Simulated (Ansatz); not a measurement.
Results of HSE06 (Ansatz, a first-principles code, PAW) for Si (model structure, started from the Ge type, P4₃2₁2, No. 96, 12 atoms in the cell).

Numerical settings: plane-wave cutoff 460 eV, 4×4×4 k mesh, Fermi–Dirac smearing 0.01 eV, scalar-relativistic PAW data made under PBE.

Cell (relaxed with PBEsol):

Space group P4₃2₁2 (No. 96); a = 5.6337 Å, b = 5.6337 Å, c = 6.7248 Å, α = 90.00°, β = 90.00°, γ = 90.00°

```tsv
atom	site	symmetry	x	y	z
Si	4a	..2	0.0830	0.0830	0.0000
Si	8b	1	0.1666	0.3703	0.2478
```

Question: What does this level give for the band gap and smallest direct gap on the k points sampled?

Answer: 
band gap: 1.68 eV (indirect)
smallest direct gap on the k points sampled: 2.01 eV

Note: the relaxation could raise the start's symmetry but not lower it, so the cell can be a saddle point; cell and atoms aren't relaxed at this level (largest force component 0.14 eV/Å, pressure 0.5 GPa).

A model structure was made by putting elements into a prototype or built by hand; it is no filed structure, need not be a known phase, and can be a saddle point held by its symmetry.
